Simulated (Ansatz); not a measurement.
```yaml
crystal:
  lattice:
    - [16.50000, 0.00000, 0.00000]
    - [0.00000, 16.00000, 0.00000]
    - [0.00000, 0.00000, 5.45998]
  atoms:
    - { symbol: Ga, position: [0.65593, 0.50000, 0.66955] }
    - { symbol: N, position: [0.63621, 0.60206, 0.83045] }
    - { symbol: N, position: [0.66837, 0.50000, 0.33045] }
    - { symbol: Ga, position: [0.54819, 0.65294, 0.66955] }
    - { symbol: N, position: [0.44797, 0.66513, 0.83045] }
    - { symbol: Ga, position: [0.62615, 0.59452, 0.16955] }
    - { symbol: N, position: [0.55203, 0.66513, 0.33045] }
    - { symbol: Ga, position: [0.37385, 0.59452, 0.66955] }
    - { symbol: N, position: [0.33163, 0.50000, 0.83045] }
    - { symbol: Ga, position: [0.45181, 0.65294, 0.16955] }
    - { symbol: N, position: [0.36379, 0.60206, 0.33045] }
    - { symbol: Ga, position: [0.37385, 0.40548, 0.66955] }
    - { symbol: N, position: [0.44797, 0.33487, 0.83045] }
    - { symbol: Ga, position: [0.34407, 0.50000, 0.16955] }
    - { symbol: N, position: [0.36379, 0.39794, 0.33045] }
    - { symbol: Ga, position: [0.54819, 0.34706, 0.66955] }
    - { symbol: N, position: [0.63621, 0.39794, 0.83045] }
    - { symbol: Ga, position: [0.45181, 0.34706, 0.16955] }
    - { symbol: N, position: [0.55203, 0.33487, 0.33045] }
    - { symbol: Ga, position: [0.62615, 0.40548, 0.16955] }
```

All values below come from PBE (plane waves to 420 eV, PAW; Ansatz, a first-principles code). Mesh 1×1×6. No spin polarisation. One-dimensional cell, images about 11 Å apart. A hypothetical model, rolled from the flat sheet. It keeps the symmetry and period of its start, so it need not be a minimum against all distortions.

Q: Tabulate the two highest filled and two lowest empty levels along the axis, from the valence top.

A: 
| k (2π/c) | v2 (eV) | v1 (eV) | c1 (eV) | c2 (eV) |
|---|---|---|---|---|
| 0.000 | 0.00 | 0.00 | 1.76 | 2.81 |
| 0.042 | 0.00 | 0.00 | 1.80 | 2.82 |
| 0.083 | -0.01 | -0.01 | 1.91 | 2.82 |
| 0.125 | -0.02 | -0.02 | 2.06 | 2.83 |
| 0.167 | -0.04 | -0.04 | 2.24 | 2.85 |
| 0.208 | -0.06 | -0.06 | 2.43 | 2.87 |
| 0.250 | -0.09 | -0.09 | 2.63 | 2.91 |
| 0.292 | -0.12 | -0.12 | 2.83 | 2.96 |
| 0.333 | -0.16 | -0.16 | 3.01 | 3.02 |
| 0.375 | -0.20 | -0.20 | 3.10 | 3.18 |
| 0.417 | -0.24 | -0.24 | 3.17 | 3.31 |
| 0.458 | -0.28 | -0.28 | 3.25 | 3.36 |
| 0.500 | -0.32 | -0.32 | 3.32 | 3.32 |
